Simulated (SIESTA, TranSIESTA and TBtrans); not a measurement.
Run with TranSIESTA and TBtrans (open boundaries, self-consistent; PseudoDojo norm-conserving potentials, scalar-relativistic): Spin polarized, PAO.BasisSize DZP, PAO.EnergyShift 0.15 eV, XC.Authors PBE, Mesh.Cutoff 200 Ry, ElectronicTemperature 300 K, TS.Voltage 0.0 eV, TBT.Elecs.Eta 0.001 eV.

Junction: Ir chain with one O atom inserted. Leads: straight Ir chain, spacing 2.438 Å. Geometry: as built, not relaxed. Transport runs along z; the first 6 and the last 6 of the 21 atoms are the lead cells, repeated to infinity.

```xyz
21
Lattice="9.000 0.000 0.000 0.000 9.000 0.000 0.000 0.000 49.922" Properties=species:S:1:pos:R:3 pbc="F F T"
Ir     4.500     4.500     0.000
Ir     4.500     4.500     2.438
Ir     4.500     4.500     4.876
Ir     4.500     4.500     7.314
Ir     4.500     4.500     9.752
Ir     4.500     4.500    12.190
Ir     4.500     4.500    14.628
Ir     4.500     4.500    17.066
Ir     4.500     4.500    19.504
Ir     4.500     4.500    21.942
O      4.500     4.500    23.742
Ir     4.500     4.500    25.542
Ir     4.500     4.500    27.980
Ir     4.500     4.500    30.418
Ir     4.500     4.500    32.856
Ir     4.500     4.500    35.294
Ir     4.500     4.500    37.732
Ir     4.500     4.500    40.170
Ir     4.500     4.500    42.608
Ir     4.500     4.500    45.046
Ir     4.500     4.500    47.484
```
Starting moments (μB): atom 7 +1, atom 8 +1, atom 9 +1, atom 10 +1, atom 11 +0.5, atom 12 +1, atom 13 +1, atom 14 +1, atom 15 +1; lead atoms +1 (left) and +1 (right).

**Question.** Predict: conductance at 300 K (G0 = 2e²/h); mean T from −0.5 to 0.5 eV.

**Answer.** conductance at 300 K (G0 = 2e²/h): 2.89; mean T from −0.5 to 0.5 eV: 2.86. The magnetic order of the leads was set by the start, and no other order was tried; the separate lead runs end at 0.96 (left) and 0.96 (right) μB an atom. The straight chain is held at its spacing; free chains may zigzag or dimerise. Spin-orbit coupling, left out here, matters for the heavy atoms.
